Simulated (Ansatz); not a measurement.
# Al2Au (space group Fm-3m, No. 225)

```yaml
crystal:
  lattice:
    - [0.00000, 3.00121, 3.00121]
    - [3.00121, 0.00000, 3.00121]
    - [3.00121, 3.00121, 0.00000]
  atoms:
    - { symbol: Al, position: [0.25000, 0.25000, 0.25000] }
    - { symbol: Al, position: [0.75000, 0.75000, 0.75000] }
    - { symbol: Au, position: [0.00000, 0.00000, 0.00000] }
```

Calculations: PBEsol (Ansatz, a first-principles code, PAW, scalar-relativistic without spin-orbit coupling). k-mesh 13×13×13 (Γ-centred); smearing 0.05 eV (Fermi–Dirac).

| Property | Result |
|---|---|
| Volume per atom | 18.02 Å³ |
| Density | 7.71 g/cm³ |
| Band gap | zero |
| Total energy | -4685.850 eV/atom (σ→0; compares only within this code and set-up) |

No phonon test of stability was made.
